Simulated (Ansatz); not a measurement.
Consider K in the bcc (W type) structure (space group Im-3m, No. 229; relaxed with 0.1 eV smearing).

```yaml
crystal:
  lattice:
    - [-2.60731, 2.60731, 2.60731]
    - [2.60731, -2.60731, 2.60731]
    - [2.60731, 2.60731, -2.60731]
  atoms:
    - { symbol: K, position: [0.00000, 0.00000, 0.00000] }
```

Level of theory: PBEsol (Ansatz, a program for electronic structure), no spin-orbit coupling.

Strains are applied to the cell and any free atomic positions relax.

One change was made to it. Results:

| quantity | base | after |
|---|---|---|
| pressure | 0.0 GPa | 0.2 GPa |
| energy relative to the base (free energy F) | 0 meV/atom | +1.9 meV/atom |

Task: Name the change that was made.
A) isotropic strain −2.50 %
B) isotropic strain −1.50 %
C) isotropic strain −2.00 %

Result: B, isotropic strain −1.50 %. For comparison, the energy relative to the base in the other runs: isotropic strain −2.50 % gives +5.3 meV/atom; isotropic strain −2.00 % gives +3.4 meV/atom.

Whether these cells are dynamically stable was not tested.
